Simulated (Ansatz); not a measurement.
A user runs Ansatz (a quantum-chemistry and plane-wave program) on Tl₁₀Hg₃Cl₁₆ (I4/m, 29 atoms in the cell) and asks whether the run is sound. The aim is a self-consistent single point with DFT, PBEsol, plane waves, default PAW files made with PBE.

Cell that was meant: a = 13.3221 Å, b = 13.3221 Å, c = 13.3221 Å, α = 142.77°, β = 142.77°, γ = 53.68°.

Part of the input:

Ansatz 0.2 input:
```yaml
    - { symbol: Tl, position: [0.74150000, 0.27450000, 0.19520000] }
    - { symbol: Tl, position: [0.27450000, 0.07930000, 0.53300000] }
    - { symbol: Tl, position: [0.07930000, 0.54630000, 0.80480000] }
basis:
  ecutwfc: 40
kpoints:
  mp_grid:
    grid: [3, 3, 3]
```

Output, abridged:

```
   [... lines left out ...]
PAW frozen core: Tl, regenerated for the run's functional, and the local potential with it
Initial density: superposition of atomic densities (neutral atoms: chi_scale 0, normalization atom), corrected by the library's trained network
Initial wavefunctions: pseudopotential atomic-orbital guess
Eigensolver: davidson
Functional: x = pbesol(κ = 0.804, μ = 0.12345679012345678), c = pbesol(β = 0.046)
SCF iter   1: F=—  HF=-167115.298402 eV  |F-HF|=—  |Δ(HF+E_count)|=         —  Δρ=7.70e-1  dr2=7.30e3  ethr=1.77e-3  ⟨swp⟩=1.0  Hψ=2968  notcnv=0
all-band conjugate gradients solve this SCF's bands
preconditioner: auto → LDOS
SCF iter   2: F=—  HF=-162663.029482 eV  |F-HF|=—  |Δ(HF+E_count)|=    4.45e3  S|Δr|=    0.00e0  Δρ=1.01e-1  dr2=2.21e2  ethr=1.77e-3  ⟨swp⟩=17.5  Hψ=11273  notcnv=0  defer=85
   [... lines left out ...]
SCF iter  21: F=—  HF=-162566.286352 eV  |F-HF|=—  |Δ(HF+E_count)|=   4.49e-7  S|Δr|=    0.00e0  Δρ=1.08e-5  dr2=2.04e-6  ethr=1.95e-9  ⟨swp⟩=1.5  Hψ=1041  notcnv=0  defer=72
SCF iter  22: F=—  HF=-162566.286352 eV  |F-HF|=—  |Δ(HF+E_count)|=   2.12e-7  S|Δr|=    0.00e0  Δρ=2.57e-6  dr2=1.29e-7  ethr=6.76e-10  ⟨swp⟩=2.3  Hψ=1383  notcnv=0  defer=72
SCF iter  23: F=-162566.286352 eV  HF=-162566.286352 eV  |F-HF|=2.71e-9  |Δ(HF+E_count)|=   1.38e-8  S|Δr|=    0.00e0  Δρ=4.44e-7  dr2=3.88e-9  ethr=3.31e-11  ⟨swp⟩=14.3  Hψ=5088  notcnv=0
SCF 1 converged in 23 iterations: F = -162566.286352 eV  dr2 = 3.88e-9
Stability not checked (fill_not_monotonic)
Free energy (F): -162566.286352 eV
Internal energy: -162566.297692 eV  (E = F + TS)
E sigma→0 (E₀):  -162566.290132 eV
Entropy (-TS):   0.011340 eV (0.391 meV/atom)
Fermi energy:    10.944883 eV
--- Forces (eV/Å), atoms counted from 1 ---
  atom   1  Cl     0.00000000     0.00000000    30.65552787
  atom   2  Cl    -0.00000000     0.00000000   -30.65552787
  atom   3  Cl     0.00000000     0.00000000     3.10195730
   [... lines left out ...]
  atom  29  Tl     7.33687850     2.10332112    -2.65827624
--- Stress (GPa, compression-positive) ---
     -108.783625      -0.000000       0.000000
        0.000000    -108.783625       0.000000
        0.000000       0.000000     -75.165088
  P = ⅓ Tr σ = -97.5774 GPa (-975.774 kbar)
  The stress holds the Pulay correction. Without it, at fixed plane waves, as pw.x and ABINIT print it: P = -809.6074 GPa
```

Problem. Can these results be used? Check the input.

Solution. The run is not sound. The fault is this: a cutoff meant in Ry typed as a bare number, read as eV. A bare number is read in the key's own unit, and eV, Ry (13.6 eV) and Ha (27.2 eV) lie far apart, so the setting ends up far from the one that was meant. To fix it, convert the value to the unit that the key expects. The run converged in 23 iterations without an error; against the sound input the free energy rises by 289 eV/atom, the pressure goes from -1.68 to -97.58 GPa and the largest force goes from 1.282 to 30.66 eV/Å. At a fixed set of plane waves, without the program's Pulay estimate, the pressure is -809.61 GPa against -1.70 GPa.

The sound input it was made from differs as follows (other fixes are possible):
```diff
-basis:
-  ecutwfc: 40
```

With that input, the run converged in 15 iterations: free energy E − TS (on the zero of these files) -170953.1464 eV; top of the valence band (on the code's own zero) 4.14 eV; gap on the k-point mesh 0.24 eV; pressure -1.68 GPa; largest force (vector length) 1.282 eV/Å (DFT, PBEsol, plane waves, default PAW files made with PBE).

On the sound input: the starting cell comes from a database of published, mostly measured structures (it also holds non-ambient and calculated ones), without a prior relaxation at this level. Its lattice was rescaled by a random factor within 2.5 % of one. Spin-orbit coupling is off. Forces in this geometry exceed 1 eV/Å. Ansatz's pressure includes its estimate of the finite-basis (Pulay) stress. The shifted mesh does not hold Γ, so a gap read on it misses any band edge there.
